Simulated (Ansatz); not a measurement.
Start from PbF₂ in the fluorite structure (space group Fm-3m, No. 225).

```
CELL_PARAMETERS angstrom
      0.00000     2.94934     2.94934
      2.94934     0.00000     2.94934
      2.94934     2.94934     0.00000
ATOMIC_POSITIONS crystal
  Pb 0.00000 0.00000 0.00000
  F  0.25000 0.25000 0.25000
  F  0.75000 0.75000 0.75000
```

Cartesian axes are those of the cell as printed.

All numbers come from plane-wave PAW DFT at the PBEsol level (Ansatz, a first-principles code, 420 eV), no spin-orbit coupling.

Strains are applied to the cell and any free atomic positions relax; under biaxial strain the out-of-plane vector relaxes too.

One change was made to it. Results:

The pressure (mean of the normal stresses, compression positive) rises by 0.555 GPa, from -0.01 GPa to 0.55 GPa; the energy goes up by 0.7 meV/atom.

Problem. Which of these changes matches the shifts?
(A) biaxial strain −0.83 %, plane normal [111], relaxed out of plane
(B) biaxial strain +0.42 %, plane normal [111], relaxed out of plane
(C) biaxial strain +2.08 %, plane normal [111], relaxed out of plane
(D) biaxial strain −1.67 %, plane normal [111], relaxed out of plane

Solution. A, biaxial strain −0.83 %, plane normal [111], relaxed out of plane. For comparison, the pressure in the other runs: biaxial strain +0.42 %, plane normal [111], relaxed out of plane gives -0.27 GPa; biaxial strain +2.08 %, plane normal [111], relaxed out of plane gives -1.27 GPa; biaxial strain −1.67 %, plane normal [111], relaxed out of plane gives 1.11 GPa.

Stability against distortions was not tested.
